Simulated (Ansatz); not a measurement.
Reference: Ag (Fm-3m), PBEsol with spin-orbit coupling, rigid bands (plane waves, PAW; Ansatz, a program for electronic structure); geometry: cell and atoms relaxed with PBEsol.

```xyz
1
Lattice="0.0000 2.0275 2.0275 2.0275 0.0000 2.0275 2.0275 2.0275 0.0000" Properties=species:S:1:pos:R:3 pbc="T T T"
Ag     0.0000     0.0000     0.0000
```

density of states at the Fermi level per atom: 0.26 states/eV
Drude plasma energy: 9.2 eV
root-mean-square Fermi velocity: 14.3 ×10⁵ m/s
resistivity times mean free path: 8.4 ×10⁻¹⁶ Ω·m²

### Question
Swap Ag for Au, keeping the structure type. How do these values move?

### Answer
Au (Fm-3m): volume per atom 16.7 to 17.0 Å³; density of states at the Fermi level per atom rises (0.26 states/eV to 0.30 states/eV); Drude plasma energy falls (9.2 eV to 8.6 eV); root-mean-square Fermi velocity falls (14.3 ×10⁵ m/s to 12.7 ×10⁵ m/s); resistivity times mean free path stays about the same (8.4 ×10⁻¹⁶ Ω·m² to 8.4 ×10⁻¹⁶ Ω·m²).

### Question
Swap Ag for Rh, keeping the structure type. How do these values move?

### Answer
Rh (Fm-3m): volume per atom 16.7 to 13.5 Å³; density of states at the Fermi level per atom rises (0.26 states/eV to 1.24 states/eV); Drude plasma energy rises (9.2 eV to 10.0 eV); root-mean-square Fermi velocity falls (14.3 ×10⁵ m/s to 6.4 ×10⁵ m/s); resistivity times mean free path falls (8.4 ×10⁻¹⁶ Ω·m² to 3.3 ×10⁻¹⁶ Ω·m²).

Moves up to 6 % count as about the same. Metals at this level; values at 300 K, both spins, means over directions. As a rough test of the mesh, the Fermi surface's area from every second k point differs by up to 4 %. The product of resistivity and mean free path takes one path for all states.
